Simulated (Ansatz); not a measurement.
**RbBr: energy against strain**

RbBr (rock salt, Fm-3m, 40.059 Å³/atom at rest) under an equal strain ε in the (001) plane with the normal axis free, as in a coherent film. PBEsol in Ansatz, a plane-wave DFT program (PAW, default set), 420 eV, 8×8×8 Γ-centred mesh, Fermi-Dirac smearing 0.05 eV; ions are relaxed within the symmetry of each cell.

Here s stands for strain and y for E less E0.

| strain (%) | E less E0 (meV/atom) |
|---|---|
| -1.50 | 2.26 |
| -1.00 | 0.99 |
| -0.50 | 0.25 |
| 0.00 | 0.00 |
| 0.50 | 0.21 |
| 1.00 | 0.84 |
| 1.50 | 1.87 |
| 3.00 | ? |

Task: Fit y against s with a parabola, and predict the withheld value at s = 3.00.

Result: Least squares gives y = 0.000 - 0.1079·s + 0.9176·s². Residuals (row less fit): 0.034, -0.036, -0.033, 0.000, 0.035, 0.030, -0.033; standard error 0.041 (degrees of freedom: 4). Twice the quadratic coefficient over the volume, 2 × 0.9176 meV × 10⁴ × 0.1602 / 40.059 Å³, is twice the biaxial elastic modulus of this plane = 73 ± 1.4 GPa. At the withheld row, y = 0.000 - 0.1079 × 3.0 + 0.9176 × 3.0² = 7.935 meV/atom. The calculation gives 7.05 meV/atom, 0.885 meV/atom below the prediction (12.6 % of the range of y in the table). The row lies outside the fitted rows, so this is an extrapolation. From the scatter of the fitted rows alone, a prediction at this place has a standard error of 0.156 meV/atom, so the miss is 5.7 times that.

One order more, fitted to all 13 runs of the series, follows each within 0.01, so the miss is the next term of a smooth law. Rows are the converged runs of the series near zero and its far end; series whose fitted rows scatter by over a few per cent of the range, as at a crossing or softening among them, aren't shown in this form. Most that stay on the fit to the last digits aren't either.
